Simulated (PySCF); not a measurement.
PySCF 2.14.0, PBE/def2-svpd, df: Mg(I)(SH) ([SH][Mg][I]), 4 atoms. The geometry is a generated start, not checked to be a minimum at this level.

```json
{
 "task": "energy",
 "method": "pbe",
 "basis": "def2-svpd",
 "two_electron_scheme": "density fitting",
 "mol.max_memory": "3000 MB",
 "mf.max_cycle": "100",
 "mf.conv_tol": "1e-09 (default)",
 "mf.grids.level": "3 (default)",
 "effective_core_potentials": "those of the basis set, past Kr",
 "basis_functions": "91",
 "grid_points": "69232"
}
```

```xyz
4

Mg    -0.0053     0.2880    -0.5746
I     -0.5388     2.4390    -1.9400
S      0.2176    -0.7401     1.4757
H      0.3265    -1.9868     1.0388
```

With the defaults (mf.DIIS = CDIIS, mf.diis = true, mf.level_shift = 0, mf.damp = 0, mf.diis_start_cycle = 1, mf.diis_space = 8, mf.init_guess = minao) it converges in 18 Fock builds. One run each on 2 threads, 1 BLAS thread, with these changes:
- mf.level_shift = 1 Hartree
- mf.level_shift = 0.1 Hartree
- mf.damp = 0.3, mf.diis_start_cycle = 4
- mf.damp = 0.7, mf.diis_start_cycle = 8
- mf.diis = false
- mf.init_guess = mod_huckel
- mf.diis_space = 3
- mf.DIIS = EDIIS
- mf.diis_space = 20

Q: Name the settings that don't reach the solution of the defaults.

A: No convergence: mf.DIIS = EDIIS; mf.diis = false (the run ends without SCF convergence in 100 cycles). The rest reach the solution of the defaults.

```tsv
setting	Fock builds	end
mf.init_guess = mod_huckel	13	same solution
mf.damp = 0.7, mf.diis_start_cycle = 8	16	same solution
mf.level_shift = 0.1 Hartree	17	same solution
the defaults	18	same solution
mf.diis_space = 20	18	same solution
mf.damp = 0.3, mf.diis_start_cycle = 4	21	same solution
mf.diis_space = 3	27	same solution
mf.level_shift = 1 Hartree	58	same solution
mf.DIIS = EDIIS	101	no convergence
mf.diis = false	101	no convergence
```
